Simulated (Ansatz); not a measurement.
Input and output of a zone-centre phonon calculation for As (R-3m, 2 atoms in the cell) (Ansatz, a quantum-chemistry and plane-wave program).

Method: PBE (plane waves, PAW; Ansatz).

```
CELL_PARAMETERS angstrom
      3.69877    -1.88940     0.00000
      3.69877     1.88940     0.00000
      2.73362     0.00000     3.12698
ATOMIC_POSITIONS crystal
  As 0.22700 0.22700 0.22700
  As 0.77300 0.77300 0.77300
```

Reference input (self-consistent single point, DFT, PBE, plane waves, default PAW files): basis.ecutwfc = 30.9 Ry; kpoints.mp_grid.grid = 11 11 11; hamiltonian.xc = pbe; hamiltonian.pseudopotentials = {kind: paw} (the program's default PAW files); scf.occupations.method = fermi_dirac; scf.occupations.width = 0.0073 Ry. This run's input differs from it in these lines:

Ansatz 0.2 input:
```diff
@@ -11,3 +11,3 @@
 kpoints:
-  mp_grid: { grid: [11, 11, 11] }
+  mp_grid: { grid: [19, 19, 19] }
 hamiltonian:
@@ -17,6 +17,4 @@
   occupations: { method: fermi_dirac, width: 0.0073 Ry }
-output:
-  forces: true
-  eigenvalues: true
-  stress: true
+phonons:
+  method: dfpt
```

Output (repeated stretches shortened):

```
SCF iter   1: F=—  HF=-9712.267335 eV  |F-HF|=—  |Δ(HF+E_count)|=         —  Δρ=1.45e-3  dr2=7.69e-4  ethr=1.77e-3  ⟨swp⟩=5.4  Hψ=161133  notcnv=0
all-band conjugate gradients solve this SCF's bands
preconditioner: auto → Kerker (q_TF=auto, 2.562 Å⁻¹)
SCF iter   2: F=—  HF=-9712.267237 eV  |F-HF|=—  |Δ(HF+E_count)|=   9.80e-5  Δρ=8.76e-4  dr2=2.67e-4  ethr=2.56e-6  ⟨swp⟩=2.0  Hψ=69867  notcnv=0
   [... lines left out ...]
SCF iter   7: F=—  HF=-9712.267362 eV  |F-HF|=—  |Δ(HF+E_count)|=   1.03e-8  Δρ=4.09e-6  dr2=1.01e-8  ethr=4.67e-10  ⟨swp⟩=2.0  Hψ=61576  notcnv=0
SCF iter   8: F=—  HF=-9712.267362 eV  |F-HF|=—  |Δ(HF+E_count)|=  6.18e-11  Δρ=9.99e-7  dr2=7.09e-10  ethr=3.38e-11  ⟨swp⟩=2.0  Hψ=61704  notcnv=0
SCF iter   9: F=—  HF=-9712.267362 eV  |F-HF|=—  |Δ(HF+E_count)|=  1.26e-10  Δρ=2.51e-7  dr2=2.74e-11  ethr=2.36e-12  ⟨swp⟩=2.0  Hψ=61664  notcnv=0
SCF iter  10: F=-9712.267362 eV  HF=-9712.267362 eV  |F-HF|=0.00e0  |Δ(HF+E_count)|=  1.27e-11  Δρ=4.83e-8  dr2=1.11e-12  ethr=1.00e-12  ⟨swp⟩=5.0  Hψ=130622  notcnv=0
SCF 1 converged in 10 iterations: F = -9712.267362 eV  dr2 = 1.11e-12
DFPT response loops at Γ: preconditioner auto → Kerker (q_TF=auto, 2.562 Å⁻¹) (partly filled bands, converged f_vac=0.006) …
the response loops of the zone centre start from zero, take more passes and end by a threshold …
Free energy (F): -9712.267362 eV
Internal energy: -9712.258844 eV  (E = F + TS)
E sigma→0 (E₀):  -9712.263103 eV
Entropy (-TS):   -0.008518 eV (-4.259 meV/atom)
Fermi energy:    10.608539 eV
   [... lines left out ...]
  ASR residual: 3.055e-5 → 0.000e0 eV/Å²; symmetrization residual: 3.182e-12 eV/Å²
  ASR residual per site (eV/Å²): 3.05e-5 3.05e-5
  Γ frequencies (cm⁻¹): 0.00 0.00 0.00 183.86 183.86 245.92
  non-analytic LO–TO correction: not included (Born effective charges unavailable; polar crystals: no LO–TO splitting at Γ)
```

The run converged in 10 iterations. 

Summary of the result:
* **Free energy E − TS (on the zero of these files)**: -9712.2674 eV
* **Fermi level (on the code's own zero)**: 10.61 eV
* **Zone-centre frequencies (cm⁻¹; negative means imaginary)**: 0, 0, 0, 184, 184, 246

The starting cell has typed, rounded lattice constants, without a prior relaxation at this level. Its lattice was rescaled by up to half a per cent.

Cost on one core of a shared machine: roughly 9 min.
